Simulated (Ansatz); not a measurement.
# Computed paths: interstitial Li in zinc-blende CuI, charge state +1

Defect migration in zinc-blende CuI: interstitial Li, charge state +1. Method: PBE, PAW (plane waves to 420 eV; Ansatz, a first-principles code).

Cell of 64 host sites held at the relaxed PBE lattice; one k-point at (0.250, 0.250, 0.250); Fermi-Dirac width 0.01 eV, spin-restricted; finite-size errors left in. Static, classical nuclei. Spin-orbit coupling is left out. The charge state is imposed; whether it is stable for some Fermi level was not computed. Sites that were not tried may lie lower.

Barriers: single points on a 2×2×2 k-point mesh shifted by half a step at the bands' geometries.

```tsv
Route	Start site over the lowest site run (eV)	Hop (Å)	Forward barrier (eV)	Backward barrier (eV)	Neighbours at the start	Neighbours at the saddle	Saddle order	Forward, on the band's own sampling (eV)
a direct jump of one Li atom	0.00	2.62	0.37	0.22	3 Cu at 2.71, Cu at 2.72; 3 I at 3.04, 2 I at 3.05, I at 3.05 Å	3 Cu at 2.67; 3 I at 2.61 Å	not checked, on a symmetry element	0.35
```

Paths come from climbing-image nudged elastic band runs.  A band can be held on a symmetry element, so unchecked saddle points there may be too high.

The whole set of runs took about 5 core-hours (a rough figure).
